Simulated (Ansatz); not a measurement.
A free linear chain of Zn atoms, stretched and compressed along its axis from its relaxed period of 5.125 Å, atoms relaxed at each length.

Calculation: PBE (plane waves to 420 eV, PAW; Ansatz, a quantum-chemistry and plane-wave program). Mesh 1×1×58. No spin polarisation, so a magnetic state wasn't tested. One-dimensional cell, images about 11 Å apart. A hypothetical model. Symmetry and one short period hold its shape; lower forms weren't sought. Pairing along the axis, which can open a gap, is among the distortions not tried. Buckling under compression is shut out by symmetry and the short period. Energies are free energies at a Fermi–Dirac width of 0.02 eV, from the unstrained cell.

```csv
strain (%),energy (meV a period),axial force (nN),PBE gap (eV)
-3.0,+14,-0.33,0.00
-1.5,+3,-0.14,0.00
0.0,0,-0.01,0.00
+1.5,+2,+0.10,0.05
+3.0,+9,+0.17,0.10
```

The slope of the force at zero strain is 7.9 nN.
